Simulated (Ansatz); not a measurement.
Base system: TiC in the rock salt structure (space group Fm-3m, No. 225; a = 4.3278 Å; relaxed with 0.1 eV smearing). Axes: x, y, z lie along the cube axes.

The values are results of DFT with r2SCAN, PAW potentials and a 500 eV plane-wave cutoff in Ansatz (a program for electronic structure), no SOC, not measurements.

Strains are applied to the cell and any free atomic positions relax.

One change was made to it. Results:

The energy grows by 4.9 meV/atom; the band gap remains zero.

Question: Which change produced these results?
(A) tensor shear ε_xy = +1.43 %
(B) tensor shear ε_xy = +0.29 %
(C) tensor shear ε_xy = +0.86 %
(D) tensor shear ε_xy = +1.71 %
(E) tensor shear ε_xy = +1.14 %

Answer: A, tensor shear ε_xy = +1.43 %. For comparison, the energy relative to the base in the other runs: tensor shear ε_xy = +0.29 % gives +0.2 meV/atom; tensor shear ε_xy = +0.86 % gives +1.8 meV/atom; tensor shear ε_xy = +1.14 % gives +3.1 meV/atom; tensor shear ε_xy = +1.71 % gives +7.0 meV/atom.

No phonon test of stability was made. All final runs are without spin polarisation.
